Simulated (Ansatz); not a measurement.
Take Mg in the hcp (Mg type) structure (space group P6_3/mmc, No. 194; a = 3.1952 Å, c = 5.1966 Å; relaxed with 0.1 eV smearing) as the base. Axes: x lies along a and z along c of the hexagonal cell.

Calculations: DFT with PBE, PAW potentials and a 420 eV plane-wave cutoff in Ansatz (a quantum-chemistry and plane-wave program), no SOC.

Base values:

```
Property   Result
--------  -------
Pressure  0.0 GPa
```

The change: the cell is stretched by 2.50 % along z with no lateral relaxation, atoms relaxed at fixed cell.

Task: What does the calculation give for the energy relative to the base after the change?

Result: The energy grows by 2.8 meV/atom.

Task: Predict the new pressure.

Result: The pressure (mean of the normal stresses, compression positive) goes from zero to -0.8 GPa.

The cells carry an imposed strain or load. Whether these cells are dynamically stable was not tested.
